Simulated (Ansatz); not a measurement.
Start from NbSi2 (space group P6_422, No. 181).

```yaml
crystal:
  lattice:
    - [4.76752, 0.00000, 0.00000]
    - [-2.38376, 4.12879, 0.00000]
    - [0.00000, 0.00000, 6.57585]
  atoms:
    - { symbol: Nb, position: [0.50000, 0.50000, 0.66667] }
    - { symbol: Nb, position: [0.00000, 0.50000, 0.33333] }
    - { symbol: Nb, position: [0.50000, 0.00000, 0.00000] }
    - { symbol: Si, position: [0.68068, 0.84034, 0.33333] }
    - { symbol: Si, position: [0.84034, 0.68068, 0.00000] }
    - { symbol: Si, position: [0.15966, 0.84034, 0.66667] }
    - { symbol: Si, position: [0.31932, 0.15966, 0.33333] }
    - { symbol: Si, position: [0.15966, 0.31932, 0.00000] }
    - { symbol: Si, position: [0.84034, 0.15966, 0.66667] }
```

Level of theory: PBEsol, PAW, 420 eV (Ansatz, a program for electronic structure; scalar-relativistic without spin-orbit coupling).

One change was made to it. Results:

| quantity | base | after |
|---|---|---|
| volume per atom | 14.38 Å³ | 9.31 Å³ |
| c/a ratio | 1.379 | 1.327 |

**Question.** What was done to the base?
A. Si → Pb
B. Si → In
C. Si → C

**Answer.** C, Si → C. For comparison, the volume per atom in the other runs: Si → Pb gives 22.55 Å³; Si → In gives 20.47 Å³.

Whether these cells are dynamically stable was not tested. As relaxed here, NbC2, NbPb2 and NbIn2 are hypothetical phases, not in the database extracts checked. All final runs are without spin polarisation. An odd electron count without spin: NbC2, NbSi2, NbPb2 and NbIn2. NbPb2 and NbIn2 have a high density of states at the Fermi level and may be magnetic at this level.
